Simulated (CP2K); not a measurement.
**Worked example: self-consistent single point of SrPdO3 (Pm-3m, 5 atoms in the cell) in CP2K**

Method: PBEsol, GPW, DZVP-MOLOPT-SR-GTH basis, GTH-PBE potentials (GTH_POTENTIALS) (CP2K 2026.2).

This input was run:

```
&GLOBAL
  PROJECT calc
  RUN_TYPE ENERGY_FORCE
  PRINT_LEVEL LOW
&END GLOBAL
&FORCE_EVAL
  METHOD Quickstep
  STRESS_TENSOR ANALYTICAL
  &DFT
    BASIS_SET_FILE_NAME BASIS_MOLOPT
    POTENTIAL_FILE_NAME GTH_POTENTIALS
    &QS
      METHOD GPW
      EPS_DEFAULT 1E-10
    &END QS
    &MGRID
      CUTOFF 500
      REL_CUTOFF 50
      NGRIDS 5
    &END MGRID
    &SCF
      SCF_GUESS ATOMIC
      EPS_SCF 1E-6
      MAX_SCF 100
      ADDED_MOS 8
      &DIAGONALIZATION
        ALGORITHM STANDARD
      &END DIAGONALIZATION
      &MIXING
        METHOD BROYDEN_MIXING
        ALPHA 0.3
        NBUFFER 10
        BETA 1
      &END MIXING
      &SMEAR ON
        METHOD GAUSSIAN
        SIGMA [eV] 0.1
      &END SMEAR
    &END SCF
    &KPOINTS
      SCHEME MONKHORST-PACK 6 6 6
      GAMMA_CENTERED T
    &END KPOINTS
    &XC
      &XC_FUNCTIONAL
        &PBE
          PARAMETRIZATION PBESOL
        &END PBE
      &END XC_FUNCTIONAL
    &END XC
    &PRINT
      &MO
        EIGENVALUES T
        OCCUPATION_NUMBERS T
        NDIGITS 8
        FILENAME mo
        &EACH
          QS_SCF 0
        &END EACH
        ADD_LAST NUMERIC
      &END MO
      &MULLIKEN OFF
      &END MULLIKEN
    &END PRINT
  &END DFT
  &SUBSYS
    &CELL
      ABC 4.12591500 4.12591500 4.12591500
      ALPHA_BETA_GAMMA 90.00000000 90.00000000 90.00000000
      PERIODIC XYZ
    &END CELL
    &COORD
      SCALED
      Sr       0.00000000     0.00000000     0.00000000
      Pd       0.50000000     0.50000000     0.50000000
      O        0.50000000     0.50000000     0.00000000
      O        0.00000000     0.50000000     0.50000000
      O        0.50000000     0.00000000     0.50000000
    &END COORD
    &KIND Sr
      BASIS_SET DZVP-MOLOPT-SR-GTH-q10
      POTENTIAL GTH-PBE-q10
    &END KIND
    &KIND Pd
      BASIS_SET DZVP-MOLOPT-SR-GTH-q18
      POTENTIAL GTH-PBE-q18
    &END KIND
    &KIND O
      BASIS_SET DZVP-MOLOPT-SR-GTH-q6
      POTENTIAL GTH-PBE-q6
    &END KIND
  &END SUBSYS
  &PRINT
    &FORCES ON
    &END FORCES
    &STRESS_TENSOR ON
    &END STRESS_TENSOR
  &END PRINT
&END FORCE_EVAL
```

The program printed (abridged):

```
 GLOBAL| Method name                                                        CP2K
 GLOBAL| Project name                                                       calc
 GLOBAL| Run type                                                   ENERGY_FORCE

 TOTAL NUMBERS AND MAXIMUM NUMBERS

  Total number of            - Atomic kinds:                                   3
                             - Atoms:                                          5
                             - Shell sets:                                     5
                             - Shells:                                        28
                             - Primitive Cartesian functions:                 27
                             - Cartesian basis functions:                     87
                             - Spherical basis functions:                     78

  Maximum angular momentum of- Orbital basis functions:                        3
                             - Local part of the GTH pseudopotential:          2
                             - Non-local part of the GTH pseudopotential:      4

 SCF PARAMETERS         Density guess:                                    ATOMIC
                        max_scf:                                             100
                        max_diis:                                              4
                        eps_scf:                                        1.00E-06
                        eps_diis:                                       1.00E-01
                        eps_eigval:                                     1.00E-05
                        level_shift [a.u.]:                             0.000000
                        added MOs                                         8    0
                        Mixing method:                            BROYDEN_MIXING
                                                charge density mixing in g-space
                        Smear method:                                   GAUSSIAN
                        Smearing width (sigma) [a.u.]:                  3.67E-03
                        Accuracy threshold:                             1.00E-10
                        No outer SCF

 Extrapolation method: initial_guess

 Number of electrons:                                                         46
 Number of occupied orbitals:                                                 23
 Number of molecular orbitals:                                                31

 Number of orbital functions:                                                 78
 Number of independent orbital functions:                                     78

 SCF WAVEFUNCTION OPTIMIZATION

  Step     Update method      Time    Convergence         Total energy    Change
     1 NoMix/Diag. 0.30E+00      -     1.90212683      -206.0805164089 -2.06E+02
     2 Broy./Diag. 0.30E+00      -     0.71363457      -207.3693489721 -1.29E+00
     3 Broy./Diag. 0.30E+00      -     0.36461915      -207.1821773325  1.87E-01
     4 Broy./Diag. 0.30E+00      -     0.26138394      -206.0425843120  1.14E+00
     5 Broy./Diag. 0.30E+00      -     0.31392930      -205.9044094087  1.38E-01
     6 Broy./Diag. 0.30E+00      -     0.06433047      -205.2392123057  6.65E-01
     7 Broy./Diag. 0.30E+00      -     0.03012297      -205.6354912711 -3.96E-01
   [... 6 lines left out ...]
    14 Broy./Diag. 0.30E+00      -     0.00000842      -205.7390031918  3.13E-04
    15 Broy./Diag. 0.30E+00      -     0.00000366      -205.7390129201 -9.73E-06
    16 Broy./Diag. 0.30E+00      -     0.00000228      -205.7390301920 -1.73E-05
    17 Broy./Diag. 0.30E+00      -     0.00000184      -205.7390292704  9.22E-07
    18 Broy./Diag. 0.30E+00      -     0.00000042      -205.7390265520  2.72E-06

  *** SCF run converged in    18 steps ***

  Electronic density on regular grids:        -46.0000000007       -0.0000000007
  Core density on regular grids:               45.9999999981       -0.0000000019
  Total charge density on r-space grids:       -0.0000000026
  Total charge density g-space grids:          -0.0000000026

  Overlap energy of the core charge distribution:               0.00000000000005
  Self energy of the core charge distribution:               -406.27205863233473
  Core Hamiltonian energy:                                    100.15220842261127
  Hartree energy:                                             127.34702011991193
  Exchange-correlation energy:                                -26.96488031655251
  Smearing free energy correction:                             -0.00131614571072
  Fermi energy:                                                 0.24662444071551

  Total energy:                                              -205.73902655195053
  Total energy (extrapolated to sigma->0):                   -205.73836847909519

 ENERGY| Total FORCE_EVAL ( QS ) energy [hartree]           -205.739022272472852

 FORCES| Atomic forces [hartree/bohr]
 FORCES|   Atom     x               y               z               |f|
 FORCES|      1  2.61830439E-10  2.61831508E-10  2.61833261E-10   4.53505870E-10
 FORCES|      2  4.02127819E-09  4.02127094E-09  4.02126405E-09   6.96504579E-09
 FORCES|      3 -1.94814826E-11 -1.91951683E-11  1.70472352E-10   1.72652267E-10
 FORCES|      4  1.70467045E-10 -1.94821281E-11 -1.92087884E-11   1.72648615E-10
 FORCES|      5 -1.91888775E-11  1.70466892E-10 -1.94860179E-11   1.72646688E-10
 FORCES| Sum     4.41490531E-09  4.41489205E-09  4.41487486E-09
 FORCES| Total atomic force                                       7.64681507E-09

 STRESS| Analytical stress tensor [bar]
 STRESS|                        x                   y                   z
 STRESS|      x       -1.19590134882E+05  -1.10668214267E-03  -1.10668171111E-03
 STRESS|      y       -1.10668214267E-03  -1.19590138492E+05  -1.10668119747E-03
 STRESS|      z       -1.10668171111E-03  -1.10668119747E-03  -1.19590158827E+05
 STRESS| 1/3 Trace                                            -1.19590144067E+05
```

The run converged in 18 iterations.

The starting cell comes from a database of computed structures (which also holds hypothetical and non-ambient phases and stackings), without a prior relaxation at this level. Its lattice was rescaled by a random factor within 2.5 % of one. Spin polarisation is off. Values carry the incompleteness of an atom-centred basis. The potentials were made for another functional than the one used. With a pressure of about -12 GPa the cell is away from its equilibrium volume at this level.
